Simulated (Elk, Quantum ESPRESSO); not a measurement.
Equation of state of fcc Pd (space group 225): energy against volume (Elk, PBE)

```
CELL_PARAMETERS angstrom
      0.00000     1.91042     1.91042
      1.91042     0.00000     1.91042
      1.91042     1.91042     0.00000
ATOMIC_POSITIONS crystal
  Pd 0.00000 0.00000 0.00000
```

Method of the run: PBE, all-electron FP-LAPW, Elk's shipped species files, APW+lo basis with extra local orbitals (Elk). Settings: xctype = 20; rgkmax = 8.55; stype = 3; swidth = 0.00183747 Ha; ngridk = 26 26 26; gmaxvr = 14 1/bohr; nxlo = 2; lorbcnd = true; rmtscf = 0.92; lmaxi = 2; sphere radii = {Pd: 2.392} bohr. The cell above is the first row's. The rows scale it uniformly. In all rows the k mesh is held. E is the free energy at the stated smearing, counted from the lowest row.

| V (Å^3/atom) | E (meV/atom) |
|---|---|
| 13.945 | 81.92 |
| 14.248 | 48.12 |
| 14.551 | 24.04 |
| 14.854 | 8.75 |
| 15.157 | 0.84 |
| 15.461 | 0.00 |
| 15.764 | 4.94 |
| 16.067 | 15.15 |
| 16.370 | ? |

Using the third-order Birch-Murnaghan form, a cubic in V^(-2/3), estimate the missing E at V = 16.370 from the other rows, showing the fit.

With u = V^(-2/3) - 0.165, the rows have u = 0.007605, 0.005150, 0.002779, 0.000490, -0.001723, -0.003871, -0.005942, -0.007948. Least squares gives E = 6.373 + 4369.43·u + 710812·u² + 2758443·u³. Residuals (row less fit): -0.006, 0.015, -0.024, 0.065, -0.101, 0.050, 0.012, -0.012; standard error 0.067 (degrees of freedom: 4). Its minimum lies at u = -0.003131, so V0 = (0.161869)^(-3/2) = 15.36. There d²E/du² = 1370000 and d³E/du³ = 1.655e7, so B0 = (4/9) × 15.36^(-7/3) × 1370000 × 0.160218 = 166 GPa (the last factor turns the table's units into GPa), and B0' = 4 + (2/3) × 0.161869 × (1.655e7)/1370000 = 5.3. At the withheld row, u = -0.009892, so E = 6.373 + 4369.43 × (-0.009892) + 710812 × (-0.009892)² + 2758443 × (-0.009892)³ = 30.035 meV/atom. The calculation gives 29.65 meV/atom, 0.385 meV/atom below the prediction (0.5 % of the range of E in the table). The row lies outside the fitted rows, so this is an extrapolation. From the scatter of the fitted rows alone, a prediction at this place has a standard error of 0.162 meV/atom, so the miss is 2.4 times that.

Carrying the step between the two nearest rows on in a straight line would have given 25.36, off by 4.29; series whose last step already gives the withheld value aren't shown. The scan was laid around a cell of about the measured size, scaled by a guess for this functional. A plane-wave scan with the same functional (Quantum ESPRESSO, GBRV) gives V0 = 15.37 Å^3/atom and B0 = 169 GPa; a Birch-Murnaghan fit to all rows here lies -0.1 % from it in V0 and -2 % in B0; the two differ in basis, and may differ in potentials and mesh. Spin polarisation is off. Values depend on the basis (sphere radii, cutoffs, local orbitals), which need not be converged. Sphere radii are the same in all rows. Cutoffs and mesh are single choices, not tested for convergence of this quantity. Series with a scatter that would blur these digits, or in which a gap closes, are not shown. Nor are scans whose minimum lies at an end fitted in this form.
